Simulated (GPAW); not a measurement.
Input and output of a self-consistent single point for SrMg (Cm, 6 atoms in the cell) (GPAW).

Method of the run: PBEsol, GPAW PAW datasets PBEsol (made by gpaw-setup) (plane waves; GPAW).

The change in words: lattice scaled by 0.985. Reference geometry:
```
CELL_PARAMETERS angstrom
      7.00977    -2.01530     0.00000
      7.00977     2.01530     0.00000
     -2.35699     0.00000     7.98336
ATOMIC_POSITIONS crystal
  Sr 0.38658 0.38658 0.23282
  Sr 0.67302 0.67302 0.33284
  Sr 0.04629 0.04629 0.63542
  Mg 0.99421 0.99421 0.00136
  Mg 0.33496 0.33496 0.70848
  Mg 0.73160 0.73160 0.92241
```

Reference input (self-consistent single point, DFT PBEsol, plane waves, GPAW PAW datasets PBEsol (made by gpaw-setup)): mode = pw; ecut = 850 eV; xc = PBEsol; kpts = 5 5 3; mesh shift (steps) = 0 0 0; occupations.name = methfessel-paxton; occupations.width = 0.136 eV; occupations.order = 1; nbands = -14; convergence.density = 1e-05 e/electron; symmetry.symmorphic = false; symmetry.tolerance = 0.0005. This run's input differs from it in these lines:

```diff
@@ -5,11 +5,11 @@
 atoms = Atoms(['Sr', 'Sr', 'Sr', 'Mg', 'Mg', 'Mg'],
-              cell=[[7.009770, -2.015300, 0.000000],
-                    [7.009770, 2.015300, 0.000000],
-                    [-2.356991, 0.000000, 7.983362]],
-              positions=[[4.870919, 0.000000, 1.858686],
-                         [8.650930, -0.000000, 2.657182],
-                         [-0.848715, -0.000000, 5.072788],
-                         [13.935161, 0.000000, 0.010857],
-                         [3.026104, -0.000000, 5.656052],
-                         [8.082583, -0.000000, 7.363933]],
+              cell=[[6.904623, -1.985070, 0.000000],
+                    [6.904623, 1.985070, 0.000000],
+                    [-2.321636, 0.000000, 7.863612]],
+              positions=[[4.797855, -0.000000, 1.830806],
+                         [8.521165, 0.000000, 2.617325],
+                         [-0.835984, 0.000000, 4.996696],
+                         [13.726133, 0.000000, 0.010695],
+                         [2.980712, -0.000000, 5.571212],
+                         [7.961344, -0.000000, 7.253474]],
               pbc=True)
```

Output (repeated stretches shortened):

```
     iter     time        total  log10-change:
                         energy   eigst   dens
iter:   1 --:--:--   -10.549040
iter:   2 --:--:--   -10.754959   -0.53  -1.53
iter:   3 --:--:--   -10.698758   -1.37  -1.58
iter:   4 --:--:--   -10.678723   -1.87  -1.69
iter:   5 --:--:--   -10.664393   -2.64  -1.97
iter:   6 --:--:--   -10.665842c  -3.41  -2.28
iter:   7 --:--:--   -10.659128c  -3.64  -2.35
iter:   8 --:--:--   -10.657366c  -4.32  -2.66
iter:   9 --:--:--   -10.656484c  -4.47  -2.86
iter:  10 --:--:--   -10.656459c  -5.42  -3.23
iter:  11 --:--:--   -10.656409c  -5.64  -3.28
iter:  12 --:--:--   -10.656397c  -6.21  -3.50
iter:  13 --:--:--   -10.656386c  -6.67  -3.58
iter:  14 --:--:--   -10.656380c  -6.72  -3.72
iter:  15 --:--:--   -10.656376c  -6.83  -3.87
iter:  16 --:--:--   -10.656374c  -7.56c -4.08
iter:  17 --:--:--   -10.656373c  -8.15c -4.17
iter:  18 --:--:--   -10.656375c  -7.79c -4.25
iter:  19 --:--:--   -10.656375c  -8.42c -4.52
iter:  20 --:--:--   -10.656375c  -8.29c -4.59
iter:  21 --:--:--   -10.656375c  -8.64c -4.69
iter:  22 --:--:--   -10.656375c  -9.29c -4.80
iter:  23 --:--:--   -10.656374c  -9.41c -4.85
iter:  24 --:--:--   -10.656375c  -8.64c -4.90
iter:  25 --:--:--   -10.656374c  -9.59c -5.35c
Converged after 25 iterations.

Dipole moment: (-10.552043, 0.000000, 3.502293) |e|*Ang

Energy contributions relative to reference atoms: (reference = -275646.812929)

Kinetic:         -3.403600
Potential:      +13.477054
External:        +0.000000
XC:             -19.991791
Entropy (-ST):   -0.002419
Local:           -0.736425
SIC:             +0.000000
--------------------------
Free energy:    -10.657181
Extrapolated:   -10.656374

Showing only first 2 kpts
 Kpt  Band  Eigenvalues  Occupancy
  0    28      2.39368    2.00000
  0    29      3.05320    2.00000
  0    30      3.83984    1.02120
  0    31      4.50733   -0.00000

  1    28      2.93397    2.00000
  1    29      3.47489    2.00092
  1    30      3.83415    1.09183
  1    31      4.17343   -0.00301

Fermi level: 3.84154

No gap
   [... lines left out ...]
  0 Sr   -0.06800    0.00000    0.07444
  1 Sr    0.03934    0.00000    0.06298
  2 Sr   -0.03928    0.00000   -0.04788
  3 Mg    0.17376    0.00000    0.04575
  4 Mg    0.01709    0.00000   -0.06021
  5 Mg   -0.12276    0.00000   -0.07534

Stress tensor:
    -0.003647     0.000000     0.003004
     0.000000    -0.002207    -0.000000
     0.003004    -0.000000    -0.002902
Stress (GPa, Voigt): [-0.5843 -0.3536 -0.4649 -0.      0.4814  0.    ]
```

The run converged in 25 iterations. GPAW prints stress with tension positive. Against the reference run the free energy hardly moves (within 1 meV/atom), the pressure goes from -0.36 to 0.47 GPa and the largest force goes from 0.138 to 0.180 eV/Å.

The starting cell comes from a database of computed structures (which also holds hypothetical and non-ambient phases and stackings), without a prior relaxation at this level. For this run, on top of that: lattice scaled by 0.985.

Cost on one core of a shared machine: roughly 10 min.
